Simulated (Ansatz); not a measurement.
# Element substitutions in BN

Consider BN in the zinc blende structure (space group F-43m, No. 216; a = 3.606 Å).

Each row replaces one element on all its sites; cell and atoms are relaxed.

Levels (all Ansatz, a program for electronic structure, PAW): PBEsol (420 eV, no SOC); r2SCAN (500 eV, no spin-orbit coupling).

Band gaps by level, all at the geometries relaxed with PBEsol:

```tsv
case	PBEsol	r2SCAN
base	4.30 eV	5.01 eV
B → Be	zero	zero
B → Ge	zero	zero
B → Al	3.19 eV	3.94 eV
```

Single points use the geometry relaxed with PBEsol. Whether these cells are dynamically stable was not tested. As relaxed here, BeN and GeN are hypothetical phases, not in the database extracts checked. All final runs are without spin polarisation. An odd electron count without spin: BeN and GeN. This is not the structure that AlN has at room temperature and ambient pressure.
